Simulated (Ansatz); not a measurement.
Band structure of Ba2N (R-3m, 3 atoms in the cell).

```
Ba2N
1.0
    2.05983     1.18924     7.81543
   -2.05983     1.18924     7.81543
    0.00000    -2.37848     7.81543
Ba N
2 1
Direct
  0.73193   0.73193   0.73193
  0.26807   0.26807   0.26807
  0.00000   0.00000   0.00000
```

Method: LDA (PW92), PAW files made with PBE (plane waves; Ansatz, an electronic-structure program).

Settings: kpoints.mp_grid.grid = 8 8 8; hamiltonian.xc = lda; hamiltonian.pseudopotentials = {kind: paw} (the program's default PAW files); scf.occupations.method = fermi_dirac; scf.occupations.width = 0.0037 Ry; kpoints.band_path.path = [[0.0, 0.0, 0.0], [0.5, 0.0, 0.0], [0.5, 0.18210299, -0.18210299]]; kpoints.band_path.npoints = 8.

The starting cell comes from a database of computed structures (which also holds hypothetical and non-ambient phases and stackings), without a prior relaxation at this level. Its lattice was rescaled by a random factor within 2.5 % of one.

Levels in eV from the Fermi level, bands 9 to 16:
```csv
point,9,10,11,12,13,14,15,16
Γ,-11.06,-2.71,-1.82,-1.82,-1.55,1.49,1.72,2.31
L,-11.04,-2.23,-1.56,-1.49,0.11,0.69,1.25,2.09
B1,-10.94,-1.79,-1.73,-1.45,0.88,0.89,1.28,1.70
```

Bands cross the Fermi level along this path, so the cell is metallic at this level.

Keys are those of Ansatz 0.2.
